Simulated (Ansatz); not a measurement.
Amorphous Zr20O43Lu2, 65 atoms at 5.65 g/cm³, one PBE-relaxed geometry, zone centre. Methods: PBE, scalar-relativistic without spin-orbit coupling (Ansatz, a program for electronic structure); r2SCAN, scalar-relativistic without spin-orbit coupling (Ansatz); HSE06, scalar-relativistic without spin-orbit coupling (Ansatz). Plane waves to 420 eV (r2SCAN 500 eV); exact exchange is cut at the cell's faces. All rungs ran without spin polarisation.

Preparation: random packing, a CHGNet melt and quench, and a DFT relaxation. O atoms were pushed apart under 1.9 Å during the dynamics, to hinder bonds among them. The hot cell started wider than the set density and was brought back towards it in steps. It is the lowest in DFT energy of 2 quenches. It is a model cell: composition and starting density were chosen by hand, and all elements were melted together. No dispersion term was used. Its density started from a set value of 5.65 and ended at 5.65 g/cm³. The simulated quench (nominally 450 K/ps over its main leg) is rapid and tends to freeze in more defects than a deposited or slowly cooled glass has. Values belong to this one cell and scatter from quench to quench. The volume was held where the preparation left it and the shape relaxed, at a PBE pressure of -1.6 GPa (tension). Stress components on the final sampling reach 1.8 GPa.

The relaxation ran on the zone centre alone. At PBE the gap is 3.74 eV on a 2×2×2 Γ-centred mesh, and the spacing at the zone centre alone 3.74 eV.

### Question
What zone-centre spacing does r2SCAN give, roughly?

### Answer
4.21 eV (+0.47 eV against PBE).

### Question
What zone-centre spacing does HSE06 give, roughly?

### Answer
5.28 eV (+1.54 eV against PBE).

The highest filled and the lowest empty state spread over these numbers of atoms (participation numbers): PBE: 14.7 and 14.6; r2SCAN: 14.9 and 13.8; HSE06: 14.4 and 14.9.
